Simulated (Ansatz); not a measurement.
Structures of equal composition on the (111)A surface of 3C silicon carbide (Si plane on top): 2x2 C adatom at H3; 2x2 C adatom at T1; 2x2 C adatom at T4. The slabs share one bottom face, and each structure is named by its start. These are constructed structures in small cells; real faces may alloy, dewet or reconstruct in larger ones, and not all known structures of the face are among them. Slabs of about 10 Å with all that they carry, Fermi-Dirac smearing of 0.025 eV. Bottom of the slabs: H caps. Relaxed from the named starts with such symmetry as they have, on meshes of like density; energies extrapolated to zero smearing; no spin-orbit coupling, no U. Spin-polarised runs, if any, are marked in brackets, and their order is one that fits the cell; the others ran without spin. Where a second, spin-polarised start was run, the lower counts.

Host crystal: 3C silicon carbide, with a band gap (PBE, scalar-relativistic without spin-orbit coupling).

Calculation: PBE (plane waves to 420 eV, PAW; Ansatz, an electronic-structure program).

### Question
Order them by energy per 1x1 cell (lowest first) at the level PBE.

### Answer
2x2 C adatom at H3 (0.000 eV), 2x2 C adatom at T4 (0.042 eV), 2x2 C adatom at T1 (0.949 eV)
